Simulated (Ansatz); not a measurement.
Base system: MgO in the rock salt structure (space group Fm-3m, No. 225).

```xyz
2
Lattice="0.0000 2.1071 2.1071 2.1071 0.0000 2.1071 2.1071 2.1071 0.0000" Properties=species:S:1:pos:R:3 pbc="T T T"
Mg     0.0000     0.0000     0.0000
O      2.1071     2.1071     2.1071
```

Cartesian axes are those of the cell as printed.

Level of theory: PBEsol in Ansatz (plane waves to 420 eV, PAW, spin-orbit coupling left out).

Base values:

- Valence-band top at Γ = 0.00, 0.00, 0.00 eV
- Band gap = 4.62 eV
- Pressure = 0.00 GPa

The change: the symmetric strain tensor [0.0025 0.0057 0.0022; 0.0057 0.0047 0.0031; 0.0022 0.0031 -0.0009]; the atoms relax in the strained cell.

What does the calculation give for the valence-band top at Γ, band gap and pressure after the change?

The valence-band top at Γ (three highest levels, from the VBM) changes from 0.00, 0.00, 0.00 eV to 0.00, -0.04, -0.10 eV; the band gap drops by 0.11 eV, from 4.62 eV to 4.51 eV; the pressure (mean of the normal stresses, compression positive) goes from zero to -0.96 GPa.

Stability against distortions was not tested. The base started in Pnma and relaxed to Fm-3m at this level.

Ansatz is a quantum-chemistry and plane-wave program.
